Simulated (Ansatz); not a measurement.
Consider Ga vacancy in alpha Ga2O3, charge state -3. The step: one Ga atom jumps into the vacancy from a nearby Ga site; the atom moves 2.57 Å along (-0.29, -0.57, 0.04) of the unit cell; the moving atom starts with neighbours O at 1.87, O at 1.95, O at 1.99, 2 O at 2.09, O at 2.27 Å and ends with O at 1.87, O at 1.95, O at 1.99, 2 O at 2.09, O at 2.27 Å. A PBE band in Ansatz (plane-wave PAW, the Γ point alone, 120 host sites, 77 SCF runs with any check of the saddle's order, static, no finite-size correction) gives a forward barrier of 1.13 eV. The program found a first-order saddle point. The host's phase is taken as given; its stability against other phases was not computed. The charge state is imposed; whether it is stable for some Fermi level was not computed. Forms of the defect that were not tried may lie lower.

Single points at the band's start and saddle point can refine it. Rough cost of one point, in units of the band's mean SCF on the same machine:

| Level | Cost of one point |
|---|---|
| PBE, a 2×2×2 k-point mesh shifted by half a step along c | about 10 |
| r2SCAN at 500 eV, the Γ point alone | about 2 |

Task: Which of these move the barrier by more than 0.1 eV, and how far does each move it?

Result: Not one does. PBE, a 2×2×2 k-point mesh shifted by half a step along c: +0.01 eV; r2SCAN at 500 eV, the Γ point alone: -0.08 eV. Each functional is compared with PBE at the same k-points.

Ansatz is an electronic-structure program.
